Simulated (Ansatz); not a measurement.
Take CdS in the wurtzite structure (space group P6_3mc, No. 186; a = 4.0741 Å, c = 6.6367 Å) as the base. Axes: x lies along a and z along c of the hexagonal cell.

Structures relaxed with Ansatz (a quantum-chemistry and plane-wave program), LDA, PAW, cutoff 420 eV, scalar-relativistic without spin-orbit coupling.

Base:

Simulated powder pattern, Cu Kα1, λ = 1.54056 Å (kinematic, ideal powder, no thermal factors, no anomalous dispersion; the 8 strongest lines at most, above 2 %, up to 2θ = 90°):

```csv
2θ (°),I/Imax (%),hkl
25.22,59,(100)
26.84,43,(002)
28.63,100,(101)
37.16,27,(102)
44.44,48,(110)
48.53,49,(103)
52.68,38,(112)
84.82,19,(213)
```

After one change:

Simulated powder pattern, Cu Kα1, λ = 1.54056 Å (kinematic, ideal powder, no thermal factors, no anomalous dispersion; the 8 strongest lines at most, above 2 %, up to 2θ = 90°):

```csv
2θ (°),I/Imax (%)
25.85,55
26.22,42
29.05,100
37.15,25
45.59,44
48.06,53
53.35,34
86.10,19
```

Problem. Name the change that was made.
A) biaxial strain −2.40 %, plane normal [001], relaxed out of plane
B) biaxial strain −3.00 %, plane normal [001], relaxed out of plane
C) biaxial strain −0.60 %, plane normal [001], relaxed out of plane
D) biaxial strain −1.20 %, plane normal [001], relaxed out of plane

Solution. A, biaxial strain −2.40 %, plane normal [001], relaxed out of plane. Its volume per atom is 23.25 Å³ against 23.85 Å³, and its space group is P6_3mc (No. 186).

No phonon test of stability was made.
